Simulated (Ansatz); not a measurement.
beta Si3N4: the defect O interstitial started at a bond centre

All values below come from PBE, PAW (plane waves to 420 eV; Ansatz, a quantum-chemistry and plane-wave program). A 1×1×3 supercell of 84 sites was used; the energies come from a 2×2×2 shifted sampling of its zone. Site at the start: bond centre of Si(1,4-fold) and N(1,3-fold), 1.74 Å. Finite-size correction: monopole term and site-potential alignment. Dielectric constants: PBE linear response of the host. Host gap at this level: 4.25 eV. A cell of this size leaves errors of a few tenths of an eV. The semilocal functional narrows the gap, so deep levels can fall outside it. Spin–orbit coupling is left out. Each state is the lowest found from its start.

Formation energies E_f are given with the Fermi level at the valence-band maximum. Chemical conditions: N-rich (Δμ(O) = -3.09 eV, bounded by Si2N2O (Cmc2_1); only phases computed here count, gases as isolated molecules at 0 K); Si-rich (Δμ(O) = -4.32 eV, bounded by Si2N2O (Cmc2_1); only phases computed here count, gases as isolated molecules at 0 K). Reference phases: O: O2 molecule in a box.

The name describes the start; the neighbours show where the added atom ended.

```tsv
charge	moment (μB)	largest move off a lattice site (Å)	neighbours of the added atom at the end (Å)	image correction with alignment (eV)	E_f, N-rich (eV)	E_f, Si-rich (eV)	above the lowest spin state (eV)
0	0.0	0.53	N 1.40, Si 1.62, Si 2.11, N 2.29	0.00	5.60	6.84	0.00
0	not spin-polarised	0.53	N 1.40, Si 1.62, Si 2.11, N 2.29	0.00	5.60	6.84	0.00
−1	1.0	0.68	Si 1.79, Si 1.85, Si 2.01, N 2.03, N 2.25, N 2.26	0.12	6.77	8.01	0.00
```

Starting moments that weren't kept: charge 0 began with 2 μB and ended with 0.0.

Not the lowest form: the same atoms on another site or from another start ended lower, by 0.84 eV at charge 0; by 0.33 eV at charge −1. The levels below are those of this configuration alone.

Transition levels above the valence-band maximum: ε(0/−1) = 1.17 eV.

Flagged in the runs: a doubtful potential alignment, a host whose relaxation on this sampling wasn't shown to rest, a strain field that reaches the edge of the cell.
